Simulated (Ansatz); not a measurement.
Be3N2 (Ia-3, No. 206), treated with LDA (Ansatz, a program for electronic structure, plane waves, PAW).

Numerical settings: plane-wave cutoff 520 eV, 6×6×6 k mesh, Fermi–Dirac smearing 0.01 eV, scalar-relativistic PAW data made under PBE.

Computed at the level's own relaxed cell.

Problem. What does this level give for the band gap, bulk modulus and pressure derivative B′ of the bulk modulus?

Solution. 
- band gap = 3.32 eV (direct)
- bulk modulus = 234 GPa
- pressure derivative B′ of the bulk modulus = 3.6

Static lattice: no zero-point or thermal effects.

Cost on a shared machine: very roughly 24 core-minutes.
